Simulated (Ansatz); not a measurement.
# Several settings converged on TiAlNi6 (P4mm, 8 atoms in the cell)

```yaml
crystal:
  lattice:
    - [3.57898, 0.00000, 0.00000]
    - [0.00000, 3.57898, 0.00000]
    - [0.00000, 0.00000, 7.05770]
  atoms:
    - { symbol: Ti, position: [0.00000, 0.00000, 0.50708] }
    - { symbol: Al, position: [0.00000, 0.00000, 0.00000] }
    - { symbol: Ni, position: [0.50000, 0.50000, 0.00000], spin: 2.0 }
    - { symbol: Ni, position: [0.50000, 0.50000, 0.50000], spin: 2.0 }
    - { symbol: Ni, position: [0.50000, 0.00000, 0.24692], spin: 2.0 }
    - { symbol: Ni, position: [0.50000, 0.00000, 0.75308], spin: 2.0 }
    - { symbol: Ni, position: [0.00000, 0.50000, 0.24692], spin: 2.0 }
    - { symbol: Ni, position: [0.00000, 0.50000, 0.75308], spin: 2.0 }
```
(The spins are starting values, not results.)

Base method: PBEsol, default PAW files made with PBE (plane waves; Ansatz, a program for electronic structure).

Base settings: basis.ecutwfc = 420 eV; kpoints.mp_grid.grid = 7 7 3; hamiltonian.xc = pbesol; hamiltonian.pseudopotentials = {kind: paw} (the program's default PAW files); magnetization.spin_polarized = true; scf.occupations.method = gaussian; scf.occupations.width = 0.1 eV.

The count of work is k-points × plane waves × bands × iterations; it is no time. Core times come from one kind of shared machine, to one figure; runs under 30 s give none.

**The k-point mesh**

The second cell is the first with its lattice scaled by 0.98.

Only quantities that move along the ladder and can be compared are tabulated.

```csv
kpoints.mp_grid.grid,free energy less the last step's (meV/atom),energy of the compressed cell less the first (meV/atom),pressure (GPa),largest difference of a force vector from the last step's (eV/Å),net moment (μB/atom),count of work / last,core time / last (rough)
2 2 1,5.55,9.49,-4.09,0.292,0.187,0.023,–
4 4 2,-7.07,8.17,-4.34,0.035,0.000,0.28,0.4
5 5 3,-2.15,8.08,-4.34,0.004,0.000,0.097,–
7 7 3,-0.73,8.44,-4.25,0.006,0.000,0.16,0.3
9 9 5,0.00,8.41,-4.26,0.000,0.000,1.0,1
```

Coarsest kpoints.mp_grid.grid that holds the energy of the compressed cell less the first within 1 meV/atom of the last step, with all finer ones: 4 4 2, at 0.28 of the last step's count of work and about 0.4 of the last step's time; the step before is off by 1.1 meV/atom.

Coarsest kpoints.mp_grid.grid that holds the pressure within 0.1 GPa of the last step, with all finer ones: 4 4 2, at 0.28 of the last step's count of work and about 0.4 of the last step's time; the step before is off by 0.17 GPa.

Coarsest kpoints.mp_grid.grid that holds the free energy within 5 meV/atom of the last step, with all finer ones: 5 5 3, at 0.097 of the last step's count of work; the step before is off by 7.1 meV/atom.

The energy difference between the two cells stays within 1 meV/atom of the last step's from 4 4 2 on, the total only from 7 7 3 on: much of the error is common to both cells and cancels.

**The k-point mesh at a smearing width of 0.02 eV**

In this ladder: scf.occupations.width = 0.02 eV.

Only quantities that move along the ladder and can be compared are tabulated.

| kpoints.mp_grid.grid | free energy less the last step's (meV/atom) | pressure (GPa) | largest difference of a force vector from the last step's (eV/Å) | net moment (μB/atom) | count of work / last |
|---|---|---|---|---|---|
| 3 3 2 | 7.89 | -4.13 | 0.060 | 0.028 | 0.10 |
| 5 5 3 | -2.27 | -4.36 | 0.019 | 0.005 | 0.18 |
| 7 7 4 | -0.61 | -4.31 | 0.006 | 0.035 | 0.53 |
| 10 10 5 | 0.00 | -4.26 | 0.000 | 0.031 | 1.0 |

Coarsest kpoints.mp_grid.grid that holds the forces within 0.02 eV/Å of the last step, with all finer ones: 5 5 3, at 0.18 of the last step's count of work; the step before is off by 0.060 eV/Å.

Coarsest kpoints.mp_grid.grid that holds the free energy within 5 meV/atom of the last step, with all finer ones: 5 5 3, at 0.18 of the last step's count of work; the step before is off by 7.9 meV/atom.

**The k-point mesh at a smearing width of 0.3 eV**

In this ladder: scf.occupations.width = 0.3 eV.

Only quantities that move along the ladder and can be compared are tabulated.

| kpoints.mp_grid.grid | free energy less the last step's (meV/atom) | pressure (GPa) | largest difference of a force vector from the last step's (eV/Å) | count of work / last |
|---|---|---|---|---|
| 3 3 2 | 5.77 | -3.82 | 0.019 | 0.10 |
| 5 5 3 | 0.23 | -4.15 | 0.007 | 0.19 |
| 7 7 4 | -0.54 | -4.12 | 0.001 | 0.48 |
| 10 10 5 | 0.00 | -4.11 | 0.000 | 1.0 |

Coarsest kpoints.mp_grid.grid that holds the free energy within 5 meV/atom of the last step, with all finer ones: 5 5 3, at 0.19 of the last step's count of work; the step before is off by 5.8 meV/atom.

Coarsest kpoints.mp_grid.grid that holds the forces within 0.01 eV/Å of the last step, with all finer ones: 5 5 3, at 0.19 of the last step's count of work; the step before is off by 0.019 eV/Å.

Coarsest kpoints.mp_grid.grid that holds the pressure within 0.1 GPa of the last step, with all finer ones: 5 5 3, at 0.19 of the last step's count of work; the step before is off by 0.29 GPa.

On the base run: the starting cell comes from a database of computed structures (which also holds hypothetical and non-ambient phases and stackings), without a prior relaxation at this level. Its lattice was rescaled by up to half a per cent. One atom was moved a little off its site on purpose. The starting moments vanished: the run ended non-magnetic, which need not be the lowest state. The program warned that a starting moment was not kept. In the base run, with a pressure of about -4 GPa the cell is away from its equilibrium volume at this level. Ansatz's pressure includes its estimate of the finite-basis (Pulay) stress.

Keys are those of Ansatz 0.2.
